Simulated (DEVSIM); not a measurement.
Device: illuminated Si p-on-n cell, one wavelength, at 300 K.

```
layer (left to right)  material  thickness (μm)  Nd (cm⁻³)  Na (cm⁻³)  τn (s)  τp (s)  absorption coefficient (cm⁻¹)
---------------------  --------  --------------  ---------  ---------  ------  ------  -----------------------------
1                            Si           0.230          -     3.1e18  1.9e-8  1.3e-7                           1500
2                            Si            29.0     5.4e15          -    1e-6    1e-6                           1500
```

Left contact: ohmic, minority electron recombination velocity 20 cm/s. Right contact: ohmic, minority hole recombination velocity 8000 cm/s. Voltage is applied to the left contact. Recombination: SRH at mid-gap, radiative, Auger. Gap narrowing is on: ΔEg = 6.92 meV × (l + √(l² + 0.5)), l = ln(N/1.3e17 cm⁻³), shared equally by both band edges. Light enters at the left, 1.2e17 photons cm⁻² s⁻¹, one pass, no reflection. Mobility is constant in doping.

This is a model device: material constants are rounded textbook-type values typed into the input, and sizes, dopings and lifetimes were drawn at random. Values at 300 K.

```tsv
parameter	Si
gap (eV)	1.124
affinity (eV)	4.05
permittivity	11.7
Nc (cm⁻³)	2.86e19
Nv (cm⁻³)	3.1e19
μn (cm²/Vs)	1417
μp (cm²/Vs)	470
B (cm³/s)	4.7e-15
Cn (cm⁶/s)	2.8e-31
Cp (cm⁶/s)	9.9e-32
```

Simulated with DEVSIM: 1D drift-diffusion, Boltzmann statistics, complete ionisation; no tunnelling, impact ionisation, image-force lowering or self-heating.

The photon flux was swept, all else fixed.

| photon flux (cm^-2 s^-1) | open-circuit voltage (V) | largest power (mW/cm²) | short-circuit current (mA/cm²) | fill factor |
|---|---|---|---|---|
| 3.6e15 | 0.446 | 0.164 | 0.474 | 0.78 |
| 1.2e16 | 0.477 | 0.595 | 1.58 | 0.79 |
| 3.6e16 | 0.506 | 1.92 | 4.75 | 0.80 |
| 1.2e17 | 0.538 | 6.87 | 15.8 | 0.81 |
| 3.6e17 | 0.567 | 21.9 | 47.5 | 0.81 |
| 1.2e18 | 0.598 | 77.7 | 158 | 0.82 |
| 3.6e18 | 0.628 | 246 | 476 | 0.82 |

From the first row to the last the open-circuit voltage goes from 0.446 to 0.628. From the first row to the last the largest power goes from 0.164 to 246.
